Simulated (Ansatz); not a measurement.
**Pressure series in SiO2**

Take SiO₂ in the rutile structure (space group P4_2/mnm, No. 136) as the base.

```
CELL_PARAMETERS angstrom
      4.23588     0.00000     0.00000
      0.00000     4.23588     0.00000
      0.00000     0.00000     2.68991
ATOMIC_POSITIONS crystal
  Si 0.50000 0.50000 0.50000
  Si 0.00000 0.00000 0.00000
  O  0.80699 0.80699 0.50000
  O  0.30699 0.69301 0.00000
  O  0.69301 0.30699 0.00000
  O  0.19301 0.19301 0.50000
```

Cell and atoms are relaxed at each pressure.

Method: Ansatz (a quantum-chemistry and plane-wave program), PBE, PAW, cutoff 420 eV, scalar-relativistic without spin-orbit coupling, earlier PAW set.

```tsv
pressure (GPa)	volume per atom (Å³/atom)
-2	8.108
-1	?
0	8.044
3	7.954
15	7.650
30	7.347
50	7.024
75	6.701
100	6.437
```

Fit the third-order Birch–Murnaghan form P(V) = (3B₀/2)[(V₀/V)^(7/3) − (V₀/V)^(5/3)]·[1 + (3/4)(B₀′ − 4)((V₀/V)^(2/3) − 1)] (squares taken in P) to the rows shown and predict the withheld row.

Least squares on the printed values gives V₀ = 8.043 Å³/atom, B₀ = 271 GPa, B₀′ = 4.5; this predicts 8.073 Å³/atom, and the run gives 8.075 Å³/atom, 0.002 higher.

Measured bulk modulus of SiO2: 309.9 GPa (room temperature; as listed in arXiv:1001.2066); the computed value is for a static lattice, so the two differ by thermal effects too.

Load acts through the strain it causes; cell and atoms are relaxed under it. Stability against distortions was not tested. No other phases were tried under pressure.
